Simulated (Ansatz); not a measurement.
The parent structure is TiO2 in the anatase structure (space group I4_1/amd, No. 141; a = 3.770 Å, c = 9.552 Å). Axes: x, y, z lie along a, b, c of the conventional cell.

Method: Kohn–Sham DFT with the PBEsol functional, run in Ansatz (a quantum-chemistry and plane-wave program) with PAW and 420 eV plane waves, no SOC.

Before the change:

| Item | Result |
|---|---|
| Band gap | 2.11 eV |

Now apply this change: the cell is compressed by 1.80 % along z with no lateral relaxation; the atoms relax in the strained cell.

Problem. Estimate the effect on the band gap.

Solution. The band gap drops by 0.06 eV, from 2.11 eV to 2.05 eV.

Problem. How does this affect the stress?

Solution. The stress (xx, yy, zz, yz, xz, xy; compression positive) is (2.75, 2.75, 3.56, 0.00, 0.00, 0.00) GPa.

Problem. What does the calculation give for the energy relative to the base after the change?

Solution. The energy increases by 2.3 meV/atom.

Problem. What happens to the largest internal atomic displacement?

Solution. The largest internal atomic displacement comes out as 0.022 Å.

Whether these cells are dynamically stable was not tested. The final runs are not spin-polarised.
